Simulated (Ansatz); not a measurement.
System: antifluorite Na2S. Method: LDA (PAW; Ansatz, a first-principles code).

Total energies, extrapolated to zero smearing (they compare only within this program, potentials and cutoff; free atoms with spin allowed, lowest state found):

| system | energy (eV/atom) |
|---|---|
| antifluorite Na2S, relaxed | -1268.6918 |
| free Na atom | -1465.3613 |
| free S atom | -865.6304 |

Problem. Work out the cohesive energy per atom.

Solution. E_coh = [2 × (-1465.3613) + 1 × (-865.6304)]/3 − (-1268.6918) = 3.24 eV/atom. The reference value is 2.98 ± 0.03 eV/atom (derived here from tabulated measurements, copied from a table, unchecked, brought to a static lattice with a Debye model, atoms in their spin–orbit ground levels; inputs from the CRC Handbook), a difference of +0.26 eV/atom.

The PAW data were made under PBE.
